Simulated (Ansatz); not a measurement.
**As: H interstitial (started 2.28 Å from the nearest host atom)**

The reference is a 12-atom supercell of As in the A7 type structure (space group R-3m, No. 166; a = 3.7835 Å, c = 10.1093 Å (hexagonal axes); layered) at its relaxed geometry.

Modification: a neutral H interstitial (started 2.28 Å from the nearest host atom), atoms relaxed at fixed cell, starting from a slightly rattled geometry.

Calculations: Kohn–Sham DFT with the PBE-D3(BJ) functional, run in Ansatz (a first-principles code) with PAW and 420 eV plane waves, no spin-orbit coupling. Γ-centred 4×4×4 mesh, Fermi–Dirac width 0.05 eV.

```tsv
quantity	base	changed	shift
pressure	0.0 GPa	1.1 GPa	+1.1 GPa
largest displacement of a host atom from its site in the perfect cell	–	0.26 Å	–
final site of the added atom	–	2 As at 1.71 Å (linear)	–
```

Final structure:

```
As12H
1.0
    5.67519     1.09219     3.36977
   -5.67519     1.09219     3.36977
   -1.89173    -5.46096     3.36977
As H
12 1
Cartesian
 -3.80972  -2.00803   5.64485
 -0.01710   0.09646   2.20837
  0.00142  -2.02734   5.62500
 -1.90607   1.40003   5.69432
  3.80576  -2.21031   5.38795
  1.92469   1.21784   5.57145
 -3.76215  -4.30055   4.26209
 -5.64429  -1.10396   4.19562
 -0.02827  -4.33017   4.26914
 -1.90916  -0.90092   4.45231
 -1.87330  -3.41956   7.51707
  1.89449  -1.08493   4.21512
 -1.88887  -2.10152   3.23518
```

Cost of the whole job for the changed cell (relaxation, final SCF and bands): very roughly 14 core-minutes.

In so small a cell the defect repeats every few ångströms: this is an ordered compound, not a dilute defect. The mesh was chosen for an insulator and is coarse for the gapless case. The final runs are not spin-polarised. The defect cell is not spin-polarised.
